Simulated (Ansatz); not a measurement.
We consider 1T (CdI2-type) MgI2, described by LDA+SOC (PAW; Ansatz, a program for electronic structure).

Settings: plane-wave cutoff 520 eV, 12×12×6 k mesh (along the axes of the cell as run), Fermi–Dirac smearing 0.01 eV, PAW data made under PBE.

Cell (measured lattice):

```yaml
crystal:
  lattice:
    - [-2.07685, -3.59721, 0.00000]
    - [-2.07685, 3.59721, 0.00000]
    - [0.00000, 0.00000, -6.86200]
  atoms:
    - { symbol: Mg, position: [0.00000, 0.00000, 0.00000] }
    - { symbol: I, position: [0.33333, 0.66667, 0.24237] }
    - { symbol: I, position: [0.66667, 0.33333, 0.75763] }
```

**Question.** What does this level give for the band gap and smallest direct gap on the k points sampled?

**Answer.** 
- band gap = 2.98 eV (indirect)
- smallest direct gap on the k points sampled = 3.08 eV

Note: cell and atoms aren't relaxed at this level (largest force component 0.11 eV/Å, pressure -1.3 GPa).

Computed values are for the static lattice.

The result took very roughly 5 core-minutes.
